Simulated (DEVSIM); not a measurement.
Structure: abrupt GaSb p-n junction, at 350 K.

| layer (left to right) | material | thickness (μm) | Nd (cm⁻³) | Na (cm⁻³) | τn (s) | τp (s) |
|---|---|---|---|---|---|---|
| 1 | GaSb | 24.0 | - | 5.4e15 | 4.6e-8 | 4.6e-8 |
| 2 | GaSb | 140 | 1.3e17 | - | 4.6e-8 | 4.6e-8 |

Left contact: ohmic. Right contact: ohmic. Voltage is applied to the left contact. Recombination: SRH at mid-gap, Auger. Mobility is μmin + (μ − μmin)/(1 + (N/Nref)^α).

This is a model device: material constants are rounded textbook-type values typed into the input, and sizes, dopings and lifetimes were drawn at random. Values at 300 K; Nc and Nv go as T^1.5, mobilities as T to minus their exponent, the gap by Varshni's rule with the affinity fixed.

```tsv
parameter	GaSb
gap (eV)	0.726
affinity (eV)	4.06
permittivity	15.7
Nc (cm⁻³)	2.1e17
Nv (cm⁻³)	1.8e19
μn (cm²/Vs)	5000
μp (cm²/Vs)	850
μn,min	1000
μp,min	190
Nref,n	2.8e17
Nref,p	9e17
αn	1.05
αp	0.65
T exponent of μn	2
T exponent of μp	1.7
Cn (cm⁶/s)	5e-30
Cp (cm⁶/s)	5e-30
Varshni α (eV/K)	0.00042
Varshni β (K)	140
```

DEVSIM, 1D drift-diffusion, Boltzmann statistics, complete ionisation; no tunnelling, impact ionisation, image-force lowering or self-heating.

The minority lifetime in layer 2 was swept, all else fixed.

| minority lifetime in layer 2 (s) | dark forward voltage at 100 A/cm² (V) |
|---|---|
| 1.4e-9 | 0.440 |
| 4.6e-9 | 0.437 |
| 1.4e-8 | 0.435 |
| 4.6e-8 | 0.434 |
| 1.4e-7 | 0.433 |
| 4.6e-7 | 0.433 |
| 1.4e-6 | 0.433 |

From the first row to the last the dark forward voltage at 100 A/cm² goes from 0.440 to 0.433.
